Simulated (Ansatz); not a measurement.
Effect of 5 layers on Pd

The reference is Pd in the fcc (Cu type) structure (space group Fm-3m, No. 225; a = 3.9084 Å). Axes: x, y, z lie along the cube axes.

Now apply this change: a free-standing slab of 5 layers (5 atoms, 1 a layer) is cut normal to [111], with 15 Å of vacuum and the in-plane cell held at bulk.

All numbers come from r2SCAN (Ansatz, a first-principles code), no spin-orbit coupling. Γ-centred 19×19×1 mesh, Fermi–Dirac width 0.05 eV, for the changed cell.

```csv
quantity,base,changed,shift
layer's space group (with vacuum),–,P-3m1 (No. 164),–
shortest interatomic distance,2.764 Å,2.755 Å,-0.009 Å
band gap,zero,zero,–
excess energy per area of both faces (slab less bulk energy over the cell's area: twice a surface energy) (uncertain by up to 0.1 J/m²),–,3.1 J/m²,–
thickness between the outermost nuclei,–,9.02 Å,–
change of the spacing d12 from its bulk value of 2.256 Å,–,+0.4 %,–
change of the spacing d23 from its bulk value of 2.256 Å,–,-0.5 %,–
```

Final structure:

```
Pd
1.0
    2.76363     0.00000     0.00000
    1.38181     2.39337     0.00000
    0.00000     0.00000    24.02597
Pd
5
Direct
  0.33333   0.83333   0.31226
  0.00000   0.50000   0.40653
  0.66667   0.16667   0.50000
  0.33333   0.83333   0.59347
  0.00000   0.50000   0.68774
```

Slab and bulk use different k-meshes, which limits the precision of the excess energy. Stability against distortions was not tested. All final runs are without spin polarisation. Pd has a high density of states at the Fermi level and may be magnetic at this level.
